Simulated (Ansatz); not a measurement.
Take SnO in the litharge type structure (space group P4/nmm, No. 129; layered, stacked along the Cartesian z axis) as the base.

SnO is taken in the tetragonal space group P4/nmm, origin choice 1 (No. 129), Pearson symbol tP4. Conventional cell: a = b = 3.7701 Å, c = 4.5599 Å, α = β = γ = 90.00°. Sn on 2c sees 4 O at 2.211 Å. O on 2a is surrounded by 4 Sn at 2.211 Å (tetrahedral). (Neighbours: up to the widest gap in distance over summed covalent radii, below 1.35, at either atom; cation-cation and far metal-metal contacts left out.)

Calculations: PBEsol-D3(BJ), PAW, 420 eV (Ansatz, a first-principles code; without spin-orbit coupling).

For the base:

- Band gap = zero
- Shortest interatomic distance = 2.211 Å

Perturbation: a free-standing slab of 1 layer (4 atoms, 4 a layer) is cut normal to the stacking axis, with 15 Å of vacuum and the in-plane cell relaxed.

How does this affect the gap character?

The gap character is indirect, M–Γ (60 % along) → M–Γ (27 % along).

Estimate the effect on the excess energy per area of both faces.

The excess energy per area of both faces (slab less bulk energy over the cell's area: twice a surface energy) is 0.89 J/m² (uncertain by up to 0.05 J/m²).

How does this affect the thickness between the outermost nuclei?

The thickness between the outermost nuclei amounts to 2.36 Å.

Predict the new band gap.

The band gap goes from zero to 3.01 eV.

What happens to the shortest interatomic distance?

The shortest interatomic distance grows by 0.0074 Å (2.211 Å → 2.219 Å).

Slab and bulk use different k-meshes, which limits the precision of the excess energy. No phonon test of stability was made. All final runs are without spin polarisation. A zero or small gap of SnO can be the functional's error rather than a property of the material.
